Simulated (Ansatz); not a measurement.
**Lattice constant a of MgAlNO (model structure, started from the AlSiCN type, P3m1, No. 156, 4 atoms in the cell) at several levels of theory**

No measured value is used here.

| level (code) | value (Å) |
|---|---|
| LDA (Ansatz) | ? |
| PBE (Ansatz) | 3.198 |
| PBEsol (Ansatz) | 3.180 |
| r²SCAN (Ansatz) | 3.172 |

### Question
What belongs in the gaps?

### Answer

- LDA (Ansatz, a program for electronic structure), value (Å): 3.150

Cutoffs differ between the levels. Ansatz's density-functional and Hartree–Fock values are scalar-relativistic unless marked +SOC, with PAW data made under PBE.

A model structure was made by putting elements into a prototype or built by hand; it is no filed structure, need not be a known phase, and can be a saddle point held by its symmetry.
